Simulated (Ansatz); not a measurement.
Base system: CdSe in the zinc blende structure (space group F-43m, No. 216; a = 6.133 Å).

Computed with r2SCAN/PAW in Ansatz (a program for electronic structure), scalar-relativistic without spin-orbit coupling.

Before the change:

The band gap is 1.04 eV and the density is 5.51 g/cm³. The gap character is direct at Γ and the shortest interatomic distance is 5.019 bohr.

Modification: a hydrostatic pressure of 0.9 GPa.

**Question.** What does the calculation give for the band gap after the change?

**Answer.** The band gap increases by 0.04 eV to 1.08 eV.

**Question.** What does the calculation give for the density after the change?

**Answer.** The density increases by 0.09 g/cm³ to 5.60 g/cm³.

**Question.** How does this affect the gap character?

**Answer.** The gap character stays direct at Γ.

**Question.** What happens to the shortest interatomic distance?

**Answer.** The shortest interatomic distance shrinks by 0.0273 bohr, from 5.019 bohr to 4.991 bohr.

Load acts through the strain it causes; cell and atoms are relaxed under it. No phonon test of stability was made.
